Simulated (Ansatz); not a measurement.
Take TlGaO$_{2}$ (space group R-3m, No. 166; a hypothetical phase, not in the database extracts checked; layered, stacked along the Cartesian z axis) as the base.

```
CELL_PARAMETERS angstrom
      1.53485     0.88615     6.38366
     -1.53485     0.88615     6.38366
      0.00000    -1.77229     6.38366
ATOMIC_POSITIONS crystal
  Ga 0.00000 0.00000 0.00000
  Tl 0.50000 0.50000 0.50000
  O  0.28069 0.28069 0.28069
  O  0.71931 0.71931 0.71931
```

Cartesian axes are those of the cell as printed.

Computed with Ansatz (a first-principles code) PBEsol, no spin-orbit coupling.

For the base:

| Item | Value |
|---|---|
| Pressure | 0.0 GPa |

The change: the symmetric strain tensor [0.0129 0.0045 -0.0020; 0.0045 0.0178 -0.0108; -0.0020 -0.0108 -0.0046], atoms relaxed at fixed cell.

**Question.** Estimate the effect on the pressure and energy relative to the base.

**Answer.** The pressure (mean of the normal stresses, compression positive) goes from zero to -3.1 GPa; the energy rises by 6.0 meV/atom.

A case with no gap was solved on a k-mesh chosen for an insulator, which is coarse for it. No phonon test of stability was made. All final runs are without spin polarisation. No dispersion term is included in the PBEsol runs.
